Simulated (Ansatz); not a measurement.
A working Ansatz (a first-principles code) input for Sr₂Mn (Fd-3m, 6 atoms in the cell) (DFT, PBE, plane waves, default PAW files):

Ansatz 0.2 input:
```yaml
crystal:
  lattice:
    - [0.00000000, 5.35177800, 5.35177800]
    - [5.35177800, 0.00000000, 5.35177800]
    - [5.35177800, 5.35177800, 0.00000000]
  atoms:
    - { symbol: Sr, position: [0.12500000, 0.12500000, 0.12500000] }
    - { symbol: Sr, position: [0.62500000, 0.12500000, 0.12500000] }
    - { symbol: Sr, position: [0.12500000, 0.62500000, 0.12500000] }
    - { symbol: Sr, position: [0.12500000, 0.12500000, 0.62500000] }
    - { symbol: Mn, position: [0.75000000, 0.75000000, 0.75000000], spin: 4.0 }
    - { symbol: Mn, position: [0.50000000, 0.50000000, 0.50000000], spin: 4.0 }
basis:
  ecutwfc: 420.0
kpoints:
  mp_grid: { grid: [5, 5, 5] }
hamiltonian:
  xc: pbe
  pseudopotentials: { kind: paw }
magnetization:
  spin_polarized: true
scf:
  occupations: { method: fermi_dirac, width: 0.1 }
output:
  forces: true
  eigenvalues: true
  stress: true
```

The run converged in 13 iterations: free energy E − TS (on the zero of these files) -21968.2144 eV; Fermi level (on the code's own zero) 4.51 eV; pressure -1.18 GPa; size of the cell's spin moment 9.32 μB. Each of these slips is then made, one at a time:

(1)
```diff
-    - [5.35177800, 5.35177800, 0.00000000]
+    - [5.35177800, 5.35177800, 10.70355600]
```

(2)
```diff
+  spin_orbit: true
```

Problem. How does each altered input end?

Solution. 
(1) Linearly dependent lattice vectors. The program stopped before any SCF iteration, with the message: Error: invalid value for `crystal.lattice`: the lattice is degenerate (Ω = 0 Å³): its volume is under 1e-10 Å³.

(2) Spin-orbit coupling without the non-collinear switch. The program stopped before any SCF iteration, with the message: Error: inconsistent input (magnetization.spin_orbit, magnetization.noncollinear): true requires noncollinear: true — spin–orbit coupling acts on 2-spinor wavefunctions; set both flags.

The starting cell was generated: these elements placed on a structure prototype, without a prior relaxation; it need not be a known phase or ordering of this composition. The magnetic order is the one reached from the typed start; others were not searched systematically. Ansatz's pressure includes its estimate of the finite-basis (Pulay) stress.

Left out of this page: 3 runs of the series outside the window shown, repeating another row's setting, or not comparable; 1 run of the series stopped by limits of time or memory.
